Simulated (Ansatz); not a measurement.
Take TiO₂ in the anatase structure (space group I4_1/amd, No. 141) as the base.

```
TiO2
1.0
   -1.88893     1.88893     4.79189
    1.88893    -1.88893     4.79189
    1.88893     1.88893    -4.79189
Ti O
2 4
Cartesian
  0.00000   0.00000   4.79189
  1.88893   0.00000   2.39595
  0.00000   0.00000   2.80545
  1.88893   0.00000   0.40951
  1.88893   0.00000   4.38238
  0.00000   0.00000   6.77833
```

Cartesian axes are those of the cell as printed.

All numbers come from Ansatz (a first-principles code) r2SCAN, no SOC.

Strains are applied to the cell and any free atomic positions relax; under biaxial strain the out-of-plane vector relaxes too; under stress the whole cell relaxes.

One change was made to it. Results:

The band gap rises by 0.09 eV (2.53 eV → 2.62 eV); the shortest interatomic distance rises by 0.0155 Å to 1.948 Å; the energy grows by 15 meV/atom; the smallest direct gap drops by 0.02 eV (2.87 eV → 2.85 eV).

Task: Which of these changes matches the shifts?
(A) uniaxial strain ε_xx = +5.27 %
(B) biaxial strain −4.23 %, plane normal [001], relaxed out of plane
(C) uniaxial strain ε_xx = +1.37 %
(D) uniaxial stress, 1 GPa compression along x
(E) uniaxial strain ε_zz = +4.62 %

Result: E, uniaxial strain ε_zz = +4.62 %. For comparison, the band gap in the other runs: uniaxial stress, 1 GPa compression along x gives 2.55 eV; biaxial strain −4.23 %, plane normal [001], relaxed out of plane gives 2.98 eV; uniaxial strain ε_xx = +5.27 % gives 2.43 eV; uniaxial strain ε_xx = +1.37 % gives 2.49 eV.

Stability under load was not tested beyond the relaxation. All final runs are without spin polarisation.
